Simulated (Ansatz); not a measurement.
Consider AlCo in the CsCl type structure (space group Pm-3m, No. 221; weakly magnetic (sensitive to the mesh)).

```yaml
crystal:
  lattice:
    - [2.82389, 0.00000, 0.00000]
    - [0.00000, 2.82389, 0.00000]
    - [0.00000, 0.00000, 2.82389]
  atoms:
    - { symbol: Al, position: [0.00000, 0.00000, 0.00000] }
    - { symbol: Co, position: [0.50000, 0.50000, 0.50000] }
```

Cartesian axes are those of the cell as printed.

The values are results of r2SCAN (Ansatz, a first-principles code), no spin-orbit coupling, not measurements.

Strains are applied to the cell and any free atomic positions relax; under biaxial strain the out-of-plane vector relaxes too.

One change was made to it. Results:

| quantity | base | after |
|---|---|---|
| energy relative to the base (free energy F) | 0 meV/atom | +0.2 meV/atom |
| pressure (mean of the normal stresses, compression positive) | 0.0 GPa | 0.9 GPa |

### Question
Which of these changes matches the shifts?
A. isotropic strain +4.34 %
B. uniaxial strain ε_xx = −0.45 %
C. biaxial strain −2.47 %, plane normal [111], relaxed out of plane
D. biaxial strain +0.86 %, plane normal [001], relaxed out of plane
E. biaxial strain −0.80 %, plane normal [001], relaxed out of plane

### Answer
B, uniaxial strain ε_xx = −0.45 %. For comparison, the pressure in the other runs: biaxial strain +0.86 %, plane normal [001], relaxed out of plane gives -1.9 GPa; biaxial strain −2.47 %, plane normal [111], relaxed out of plane gives 8.4 GPa; biaxial strain −0.80 %, plane normal [001], relaxed out of plane gives 1.5 GPa; isotropic strain +4.34 % gives -18.5 GPa.

Other magnetic orders, which the real material may have, were not ruled out. Without a gap, meshes like the base's 16×16×16 leave anisotropic stresses uncertain by several tenths of a GPa, and small strain energies with them. Whether these cells are dynamically stable was not tested. Starting moments died away, wholly or in part, for uniaxial strain ε_xx = −0.45 %, the base, biaxial strain −2.47 %, plane normal [111], relaxed out of plane and biaxial strain −0.80 %, plane normal [001], relaxed out of plane; another magnetic solution may exist.
